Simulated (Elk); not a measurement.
Elk run on Pb (Fm-3m, 1 atom in the cell): self-consistent single point.

Computed with PBEsol, all-electron FP-LAPW, Elk's shipped species files, APW+lo basis with extra local orbitals in Elk 10.2.4.

```yaml
crystal:
  lattice:
    - [0.00000, 2.47500, 2.47500]
    - [2.47500, 0.00000, 2.47500]
    - [2.47500, 2.47500, 0.00000]
  atoms:
    - { symbol: Pb, position: [0.00000, 0.00000, 0.00000] }
```

Reference input (self-consistent single point, DFT, PBE, all-electron FP-LAPW, Elk's shipped species files, APW+lo basis with extra local orbitals): xctype = 20; rgkmax = 8; swidth = 0.00367493 Ha; ngridk = 9 9 9; gmaxvr = 16 1/bohr; nxlo = 2; lorbcnd = true; lmaxi = 3; maxscl = 100. This run's input differs from it in these lines:

```diff
@@ -4,3 +4,3 @@
 xctype
-  20
+  22
```

Output (repeated stretches shortened):

```
│ Self-consistent loop started │
│ Loop number : 1 │
 total energy                :     -20929.0579710
│ Loop number : 2 │
 total energy                :     -20929.0668650
RMS change in Kohn-Sham potential (target) :   0.1169652327     (  0.1000000000E-05)
Absolute change in total energy (target)   :   0.8894009228E-02 (  0.1000000000E-03)
│ Loop number : 3 │
 total energy                :     -20928.7755086
RMS change in Kohn-Sham potential (target) :   0.1102992739     (  0.1000000000E-05)
Absolute change in total energy (target)   :   0.2891328779     (  0.1000000000E-03)
│ Loop number : 4 │
   [... lines left out ...]
Absolute change in total energy (target)   :   0.8683198612E-03 (  0.1000000000E-03)
│ Loop number : 13 │
 total energy                :     -20923.1321956
RMS change in Kohn-Sham potential (target) :   0.5728129391E-07 (  0.1000000000E-05)
Absolute change in total energy (target)   :   0.2204471348E-03 (  0.1000000000E-03)
│ Loop number : 14 │
 total energy                :     -20923.1321962
RMS change in Kohn-Sham potential (target) :   0.2676077016E-07 (  0.1000000000E-05)
Absolute change in total energy (target)   :   0.5451833567E-04 (  0.1000000000E-03)
Convergence targets achieved

│ Loop number : 15 │

Energies :
 Fermi                       :     0.231454104889
 total energy                :     -20923.1321959

Density of states at Fermi energy :    9.300336822
 (states/Hartree/unit cell)

Estimated indirect band gap :   0.4295936479E-02
 from k-point     32 to k-point     20
Estimated direct band gap   :   0.6073347846E-01
 at k-point     35

Charges :
 core                        :    68.00000000
 valence                     :    14.00000000
 interstitial                :    1.677477825
 muffin-tins (core leakage)
  species :    1 (Pb)
   atom    1                 :    80.32252217     (  0.1191854332E-02)
 total in muffin-tins        :    80.32252217
 total calculated charge     :    81.99918619
 total charge                :    82.00000000
 error                       :   0.8138128197E-03

│ Self-consistent loop stopped │
```

The run converged in 15 iterations. The count includes the last loop, which Elk runs after its targets are met. 

The starting cell has typed, rounded lattice constants, without a prior relaxation at this level. Spin-orbit coupling is off. Values depend on the basis (sphere radii, cutoffs, local orbitals), which need not be converged. The log's line on a gap gives a spacing of levels on this mesh, which the program prints for metals too.
